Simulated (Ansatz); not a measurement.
Reference: SrO (Fm-3m), PBE, rigid bands (plane waves, PAW, scalar-relativistic; Ansatz, a quantum-chemistry and plane-wave program); geometry: cell and atoms relaxed with PBEsol.

```
SrO
1.0
    0.00000     2.56121     2.56121
    2.56121     0.00000     2.56121
    2.56121     2.56121     0.00000
Sr O
1 1
Cartesian
  0.00000   0.00000   0.00000
  2.56121   2.56121   2.56121
```

band gap: 3.31 eV
electron conductivity mass: 0.52 mₑ
hole conductivity mass: 1.36 mₑ
Seebeck coefficient, n-type 1e19 cm⁻³: -321 μV/K

Task: Swap Sr for Mg, keeping the structure type. How do these values move?

Result: MgO (Fm-3m): volume per atom 16.8 to 9.4 Å³; band gap rises (3.31 eV to 4.73 eV); electron conductivity mass falls (0.52 mₑ to 0.36 mₑ); hole conductivity mass rises (1.36 mₑ to 2.3 mₑ); Seebeck coefficient, n-type 1e19 cm⁻³ falls in size (-321 μV/K to -173 μV/K).

Task: Swap Sr for Ca, keeping the structure type. How do these values move?

Result: CaO (Fm-3m): volume per atom 16.8 to 13.5 Å³; band gap rises (3.31 eV to 3.65 eV); electron conductivity mass rises (0.52 mₑ to 0.57 mₑ); hole conductivity mass stays about the same (1.36 mₑ to 1.37 mₑ); Seebeck coefficient, n-type 1e19 cm⁻³ stays about the same (-321 μV/K to -334 μV/K).

Moves up to 5 % count as about the same. Masses are for dilute carriers at 300 K, harmonic means over directions unless an axis is named. Seebeck coefficients are for the stated density at 300 K, with one relaxation time for all states and whether or not that doping can be reached. Spin-orbit coupling is left out.
